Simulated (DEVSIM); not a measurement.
Structure: abrupt Si n-p junction, at 350 K.

| layer (left to right) | material | thickness (μm) | Nd (cm⁻³) | Na (cm⁻³) | τn (s) | τp (s) |
|---|---|---|---|---|---|---|
| 1 | Si | 0.350 | 3.6e14 | - | 2.7e-5 | 2.7e-5 |
| 2 | Si | 11.0 | - | 3.3e16 | 2.7e-5 | 2.7e-5 |

Left contact: ohmic. Right contact: ohmic. Voltage is applied to the left contact. Recombination: SRH at mid-gap, radiative. Mobility is μmin + (μ − μmin)/(1 + (N/Nref)^α).

Constants are typed, rounded textbook-type inputs, not results; the design itself was drawn at random and stands for no fabricated device. Values at 300 K; Nc and Nv go as T^1.5, mobilities as T to minus their exponent, the gap by Varshni's rule with the affinity fixed.

```csv
parameter,Si
gap (eV),1.124
affinity (eV),4.05
permittivity,11.7
Nc (cm⁻³),2.86e19
Nv (cm⁻³),3.1e19
μn (cm²/Vs),1417
μp (cm²/Vs),470
"μn,min",52
"μp,min",45
"Nref,n",9.7e16
"Nref,p",2.2e17
αn,0.68
αp,0.72
T exponent of μn,2.3
T exponent of μp,2.2
B (cm³/s),4.7e-15
Varshni α (eV/K),0.000473
Varshni β (K),636
```

DEVSIM, 1D drift-diffusion, Boltzmann statistics, complete ionisation; no tunnelling, impact ionisation, image-force lowering or self-heating.

### Question
Tabulate band edges, carrier densities and field at -0.9 V on the left contact.

### Answer
Energies count from the Fermi level of the right contact; mesh points crowd at the junctions.

```
x (μm)   Ec (eV)  Ev (eV)  n (cm⁻³)  p (cm⁻³)  field (V/cm)
-------  -------  -------  --------  --------  ------------
0.000      1.247    0.137    3.6e14     4.0e8         -3900
0.02284    1.238    0.128    4.8e14    5.6e14         -3900
0.06114    1.224    0.114    7.4e14    1.2e15         -3500
0.1339     1.203    0.092    1.5e15    2.1e15         -2400
0.2581     1.187    0.076    2.4e15    4.2e15            97
0.3120     1.194    0.083    1.9e15    7.1e15          3000
0.3403     1.207    0.096    1.2e15    1.2e16          6400
0.3668     1.224    0.114    6.9e14    2.2e16          4400
0.4075     1.233    0.122    5.1e14    3.1e16           630
0.4887     1.232    0.122    4.7e14    3.3e16          -280
0.6379     1.228    0.117    4.7e14    3.3e16          -310
1.089      1.214    0.103    4.7e14    3.3e16          -310
1.848      1.190    0.080    4.7e14    3.3e16          -310
3.363      1.144    0.033    4.7e14    3.3e16          -310
7.218      1.025   -0.085    4.6e14    3.3e16          -310
9.205      0.964   -0.147    4.2e14    3.3e16          -310
10.29      0.931   -0.180    3.1e14    3.3e16          -310
10.81      0.914   -0.196    2.0e14    3.3e16          -310
11.15      0.904   -0.207    8.6e13    3.3e16          -310
11.26      0.900   -0.211    4.2e13    3.3e16          -320
11.32      0.898   -0.212    1.6e13    3.3e16          -320
11.35      0.897   -0.213   4300000    3.3e16          -320
```
